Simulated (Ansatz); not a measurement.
Start from Al2CdS4 (space group I-4, No. 82; a = 5.5213 Å, c = 10.1538 Å). Axes: x, y, z lie along a, b, c of the conventional cell.

All numbers come from plane-wave PAW DFT at the PBEsol level (Ansatz, a program for electronic structure, 420 eV), no spin-orbit coupling.

Base values:

The valley order comes out as Γ 2.82 eV; X (0, 0, 1/2) 3.51 eV; M (1/2, 1/2, 1/2) 3.59 eV.

Now apply this change: the cell is compressed by 2.25 % along x with no lateral relaxation; the atoms relax in the strained cell.

### Question
What does the calculation give for the valence-band top at Γ, valley order and hole mass after the change?

### Answer
The valence-band top at Γ (three highest levels, from the VBM) comes out as 0.00, -0.09, -0.11 eV; the valley order (the lowest conduction-band minima on the path, energy above the VBM, named in the base's zone) goes from Γ 2.82 eV; X (0, 0, 1/2) 3.51 eV; M (1/2, 1/2, 1/2) 3.59 eV to Γ 2.89 eV; M (1/2, 1/2, 1/2) 3.44 eV; X (0, 0, 1/2) 3.57 eV; X (1/2, 1/2, 0) 3.58 eV; the hole mass comes out as 0.27 mₑ along x, 1.5 mₑ along y, 0.91 mₑ along z (at Γ).

The levels and masses belong to the bands next to the band gap. Masses are band curvatures over ±0.01 Å⁻¹ around the edge. Whether these cells are dynamically stable was not tested.
